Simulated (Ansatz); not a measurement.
Input:

```
CdS
1.0
    0.00000     2.94851     2.94851
    2.94851     0.00000     2.94851
    2.94851     2.94851     0.00000
Cd S
1 1
Direct
  0.00000   0.00000   0.00000
  0.25000   0.25000   0.25000
```

No spin polarisation.

Method: PBE/PAW in Ansatz (a first-principles code), scalar-relativistic without spin-orbit coupling. Γ-centred 10×10×10 mesh, Fermi–Dirac width 0.05 eV.

Task: What is the computed gap character?

Result: Direct at Γ.

Task: What is the computed pressure?

Result: 8.3 kbar.

Task: What is the computed electron mass?

Result: 0.12 mₑ (at Γ).

The cells carry an imposed strain or load. Effective masses come from finite differences of ±0.01 Å⁻¹. Whether these cells are dynamically stable was not tested. The cell was made from CdS in the zinc blende structure (space group F-43m, No. 216) by this change: isotropic strain −0.50 %.
